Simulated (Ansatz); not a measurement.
What uniaxial strain ε_zz = −0.60 % does to GaN

Consider GaN in the wurtzite structure (space group P6_3mc, No. 186; a = 3.152 Å, c = 5.138 Å). Axes: x lies along a and z along c of the hexagonal cell.

Now apply this change: the cell is compressed by 0.60 % along z with no lateral relaxation, atoms relaxed at fixed cell.

All numbers come from LDA/PAW in Ansatz (a first-principles code), no spin-orbit coupling. k-mesh 12×12×7 (Γ-centred); smearing 0.05 eV (Fermi–Dirac).

| quantity | base | changed | shift |
|---|---|---|---|
| volume per atom | 11.05 Å³ | 10.98 Å³ | -0.07 Å³ |
| space group | P6_3mc (No. 186) | P6_3mc (No. 186) | – |
| energy relative to the base (free energy F) | 0 meV/atom | +0.5 meV/atom | +0.5 meV/atom |
| band gap | 2.13 eV | 2.19 eV | +0.06 eV |
| gap character | direct at Γ | direct at Γ | – |
| width of the top valence band | 2.92 eV | 2.92 eV | 0.00 eV |
| electron mass | 0.18 mₑ along c, 0.20 mₑ across (at Γ) | 0.18 mₑ along z, 0.20 mₑ across (at Γ) | – |
| valence-band top at Γ (three highest levels, from the VBM) | 0.00, 0.00, -0.05 eV | 0.00, 0.00, -0.02 eV | – |
| stress (xx, yy, zz, yz, xz, xy; compression positive) | – | (0.62, 0.62, 2.49, 0.00, 0.00, 0.00) GPa | – |

Effective masses come from finite differences of ±0.01 Å⁻¹. Stability against distortions was not tested.
